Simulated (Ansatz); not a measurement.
The parent structure is ZnSiP2 in the chalcopyrite structure (space group I-42d, No. 122; a = 5.353 Å, c = 10.445 Å). Axes: x, y, z lie along a, b, c of the conventional cell.

Method: Ansatz (a quantum-chemistry and plane-wave program) PBEsol, no spin-orbit coupling.

Before the change:

| Item | Result |
|---|---|
| Hole mass | 0.16 mₑ along c, 0.37 mₑ across (at Γ) |

Modification: the cell is compressed by 3.00 % along x with no lateral relaxation; the atoms relax in the strained cell.

Problem. Predict the new hole mass.

Solution. The hole mass becomes 0.18 mₑ along x, 0.40 mₑ along y, 0.33 mₑ along z (at Γ) (base: 0.16 mₑ along c, 0.37 mₑ across (at Γ)).

Problem. Estimate the effect on the energy relative to the base.

Solution. The energy goes up by 7.8 meV/atom.

Problem. What happens to the stress?

Solution. The stress (xx, yy, zz, yz, xz, xy; compression positive) comes out as (4.49, 2.18, 2.30, 0.00, 0.00, 0.00) GPa.

The levels and masses belong to the bands next to the band gap. Effective masses come from finite differences of ±0.01 Å⁻¹. Stability against distortions was not tested.
